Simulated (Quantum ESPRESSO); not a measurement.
A self-consistent single point of Hf (P1, 4 atoms in the cell) with Quantum ESPRESSO.

Level of theory: PBE, SSSP 1.1.2 efficiency (PBE) pseudopotentials (plane waves; Quantum ESPRESSO 7.5).

The change in words: lattice scaled by 0.98. Reference geometry:
```
Hf
1.0
    3.18216     0.00000     0.00000
   -1.59108     2.75583     0.00000
    0.00000     0.00000    10.23863
Hf
4
Direct
  0.01086   0.00231   0.99253
  0.00081   0.00242   0.49747
  0.33778   0.67022   0.25433
  0.65055   0.32505   0.75568
```

Reference input (self-consistent single point, DFT, PBE, plane waves, SSSP 1.1.2 efficiency (PBE) pseudopotentials): ecutwfc = 60 Ry; occupations = smearing; smearing = fermi-dirac; degauss = 0.0036749 Ry; potentials = {Hf: Hf-sp.oncvpsp.upf}; K_POINTS = automatic 7 7 2 0 0 0; conv_thr = 1e-11 Ry. This run's input differs from it in these lines:

```diff
@@ -23,5 +23,5 @@
 CELL_PARAMETERS {angstrom}
-   3.182162000     0.000000000     0.000000000
-  -1.591081000     2.755833000     0.000000000
-   0.000000000     0.000000000    10.238628000
+   3.118519000     0.000000000     0.000000000
+  -1.559259000     2.700716000     0.000000000
+   0.000000000     0.000000000    10.033855000
 ATOMIC_POSITIONS {crystal}
```

Log, with long lists cut:

```
     Self-consistent Calculation

     iteration #  1     ecut=    60.00 Ry     beta= 0.70

     Threshold (ethr) on eigenvalues was too large:
     Diagonalizing with lowered threshold

     total energy              =    -451.27023311 Ry
     estimated scf accuracy    <       0.08972369 Ry

     iteration #  2     ecut=    60.00 Ry     beta= 0.70

     total energy              =    -451.11433309 Ry
     estimated scf accuracy    <       1.98286942 Ry

     iteration #  3     ecut=    60.00 Ry     beta= 0.70

     total energy              =    -451.24133405 Ry
     estimated scf accuracy    <       0.96728840 Ry

   [... 14 blocks of this kind left out ...]

     iteration # 18     ecut=    60.00 Ry     beta= 0.70

     total energy              =    -451.29452743 Ry
     estimated scf accuracy    <          1.6E-11 Ry

     iteration # 19     ecut=    60.00 Ry     beta= 0.70
     End of self-consistent calculation

     the Fermi energy is    15.5524 ev

!    total energy              =    -451.29452743 Ry
     estimated scf accuracy    <          2.6E-13 Ry
     smearing contrib. (-TS)   =      -0.00187843 Ry
     internal energy E=F+TS    =    -451.29264900 Ry

     convergence has been achieved in  19 iterations

     Forces acting on atoms (cartesian axes, Ry/au):

     atom    1 type  1   force =    -0.00412195   -0.00159127    0.02912235
     atom    2 type  1   force =    -0.00074362   -0.00063103    0.01158686
     atom    3 type  1   force =     0.00020967   -0.00013596   -0.01563898
     atom    4 type  1   force =     0.00465590    0.00235825   -0.02507023

     Total force =     0.043626     Total SCF correction =     0.000003

          total   stress  (Ry/bohr**3)                   (kbar)     P=       90.91
   0.00063453   0.00002307  -0.00001148           93.34        3.39       -1.69
   0.00002307   0.00060754  -0.00000530            3.39       89.37       -0.78
  -0.00001148  -0.00000530   0.00061194           -1.69       -0.78       90.02

   JOB DONE.
```

The run converged in 19 iterations. Against the reference run the free energy goes up by 42.2 meV/atom, the pressure goes from 1.46 to 9.09 GPa and the largest force goes from 0.570 to 0.757 eV/Å. The full log also holds: “c_bands:  3 eigenvalues not converged”.

The starting cell was generated: these elements placed on a structure prototype, without a prior relaxation; it need not be a known phase or ordering of this composition. Its atoms were displaced at random from the sites of space group no. 194. For this run, on top of that: lattice scaled by 0.98. Spin-orbit coupling is off. With a pressure of about 9 GPa the cell is away from its equilibrium volume at this level.

Cost on one core of a shared machine: roughly 2 min.
